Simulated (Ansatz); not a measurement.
Ansatz (a program for electronic structure) run on the (110) slab of SiC (cut from a parent of space group no. 216; 12 atoms in the cell): self-consistent single point.

Method: LDA (PW92), default PAW files made with PBE (plane waves; Ansatz).

```
CELL_PARAMETERS angstrom
      4.38180     0.00000     0.00000
      0.00000     3.09840     0.00000
      0.00000     0.00000    21.74599
ATOMIC_POSITIONS crystal
  C  0.25000 0.75000 0.32190
  C  0.75000 0.25000 0.39314
  C  0.25000 0.75000 0.46438
  C  0.75000 0.25000 0.53562
  C  0.25000 0.75000 0.60686
  C  0.75000 0.25000 0.67810
  Si 0.00000 0.75000 0.39314
  Si 0.50000 0.25000 0.32190
  Si 0.00000 0.75000 0.53562
  Si 0.50000 0.25000 0.46438
  Si 0.00000 0.75000 0.67810
  Si 0.50000 0.25000 0.60686
```

Reference input (self-consistent single point, DFT, LDA (PW92), plane waves, default PAW files made with PBE): basis.ecutwfc = 420 eV; kpoints.mp_grid.grid = 5 7 1; hamiltonian.xc = lda; hamiltonian.pseudopotentials = {kind: paw} (the program's default PAW files); scf.occupations.method = fermi_dirac; scf.occupations.width = 0.05 eV. This run's input differs from it in these lines:

Ansatz 0.2 input:
```diff
@@ -19,3 +19,3 @@
 basis:
-  ecutwfc: 420.0 eV
+  ecutwfc: 295.0 eV
 kpoints:
```

The program printed (abridged):

```
SCF iter   1: F=—  HF=-5105.143750 eV  |F-HF|=—  |Δ(HF+E_count)|=         —  Δρ=7.30e-3  dr2=2.02e-1  ethr=1.77e-3  ⟨swp⟩=8.1  Hψ=2634  notcnv=0  defer=23
all-band conjugate gradients solve this SCF's bands
preconditioner: auto → Resta (q_TF=auto, 2.016 Å⁻¹)
SCF iter   2: F=—  HF=-5105.098215 eV  |F-HF|=—  |Δ(HF+E_count)|=   4.55e-2  Δρ=2.89e-3  dr2=1.67e-2  ethr=4.22e-4  ⟨swp⟩=4.1  Hψ=922  notcnv=0  defer=48
   [... lines left out ...]
SCF iter   5: F=—  HF=-5105.097845 eV  |F-HF|=—  |Δ(HF+E_count)|=   1.32e-4  Δρ=6.61e-5  dr2=1.72e-5  ethr=1.36e-6  ⟨swp⟩=2.0  Hψ=646  notcnv=0  defer=48
SCF iter   6: F=—  HF=-5105.097848 eV  |F-HF|=—  |Δ(HF+E_count)|=   3.17e-6  Δρ=2.68e-5  dr2=2.84e-6  ethr=3.58e-8  ⟨swp⟩=2.4  Hψ=820  notcnv=0  defer=48
SCF iter   7: F=—  HF=-5105.097848 eV  |F-HF|=—  |Δ(HF+E_count)|=   3.10e-7  Δρ=7.10e-6  dr2=1.06e-7  ethr=5.91e-9  ⟨swp⟩=2.2  Hψ=609  notcnv=0  defer=48
SCF iter   8: F=-5105.097848 eV  HF=-5105.097848 eV  |F-HF|=2.20e-9  |Δ(HF+E_count)|=   9.19e-8  Δρ=1.34e-6  dr2=5.07e-9  ethr=2.08e-10  ⟨swp⟩=18.1  Hψ=2644  notcnv=0
SCF 1 converged in 8 iterations: F = -5105.097848 eV  dr2 = 5.07e-9
Free energy (F): -5105.097848 eV
Internal energy: -5105.095334 eV  (E = F + TS)
E sigma→0 (E₀):  -5105.096591 eV
Entropy (-TS):   -0.002514 eV (-0.210 meV/atom)
Fermi energy:    1.235420 eV
--- Forces (eV/Å), atoms counted from 1 ---
  atom   1  C      1.99198968     0.00000000    -0.11423971
  atom   2  C      0.87489163     0.00000000    -0.42450628
  atom   3  C      0.10005877     0.00000000     0.25462217
  atom   4  C      0.10005877    -0.00000000    -0.25462217
  atom   5  C      0.87489163     0.00000000     0.42450628
  atom   6  C      1.99198968     0.00000000     0.11423971
  atom   7  Si     0.30603279    -0.00000000    -0.92180823
  atom   8  Si    -2.95455123     0.00000000     1.98437611
  atom   9  Si    -0.31843063     0.00000000    -0.01942963
   [... lines left out ...]
  atom  12  Si     0.30603279     0.00000000     0.92180823
--- Stress (GPa, compression-positive) ---
       -6.801739      -0.000000       0.000000
       -0.000000      -5.147563      -0.000000
        0.000000      -0.000000      -4.688189
  P = ⅓ Tr σ = -5.5458 GPa (-55.458 kbar)
  The stress holds the Pulay correction. Without it, at fixed plane waves, as pw.x and ABINIT print it: P = -8.5733 GPa
```

The run converged in 8 iterations. Against the reference run the free energy goes up by 92.2 meV/atom, the largest force hardly changes (3.554 to 3.559 eV/Å) and the gap on the mesh moves little (0.471 to 0.473 eV).

The starting cell has typed, rounded lattice constants, without a prior relaxation at this level. The slab is cut from that crystal, and its faces are unrelaxed. Its lattice was rescaled by up to half a per cent. Spin polarisation is off, though cut faces can carry moments; a gap of a slab can lie between surface states. Forces in this geometry exceed 1 eV/Å. The cutoff lies below the one recommended for these files.
